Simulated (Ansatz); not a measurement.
SnO2: alloy series

Base system: SnO2 in the rutile structure (space group P4_2/mnm, No. 136).

```xyz
6
Lattice="4.8275 0.0000 0.0000 0.0000 4.8275 0.0000 0.0000 0.0000 3.2382" Properties=species:S:1:pos:R:3 pbc="T T T"
Sn     0.0000     0.0000     0.0000
Sn     2.4138     2.4138     1.6191
O      1.4800     1.4800     0.0000
O      3.8938     0.9338     1.6191
O      0.9338     3.8938     1.6191
O      3.3475     3.3475     0.0000
```

The other end (x = 1) is SiO2 in the rutile structure (space group P4_2/mnm, No. 136): 8.05 Å³/atom, gap 5.04 eV.

Si replaces a fraction x of Sn; each row is one arrangement (x, atoms in the cell, starting space group or random), fully relaxed.

Method: DFT with PBE, PAW potentials and a 420 eV plane-wave cutoff in Ansatz (a quantum-chemistry and plane-wave program), no spin-orbit coupling.

Candidates:
(a) x(Si) = 0.75, 12 atoms, Cmmm
(b) x(Si) = 0.5, 12 atoms, P2_1/c
(c) x(Si) = 0.5, 12 atoms, Pmn2_1
(d) x(Si) = 0.5, 12 atoms, Pmmm
(e) x(Si) = 0.25, 12 atoms, Cmmm

**Question.** Order them by mixing energy, highest first.

**Answer.** (d) x(Si) = 0.5, 12 atoms, Pmmm (+0.242 eV/atom), (c) x(Si) = 0.5, 12 atoms, Pmn2_1 (+144 meV/atom), (a) x(Si) = 0.75, 12 atoms, Cmmm (+109 meV/atom), (b) x(Si) = 0.5, 12 atoms, P2_1/c (+95 meV/atom), (e) x(Si) = 0.25, 12 atoms, Cmmm (+74 meV/atom)…

Each cell is one ordered arrangement of few atoms, which overstates ordering effects compared with a random alloy. No phonon test of stability was made.
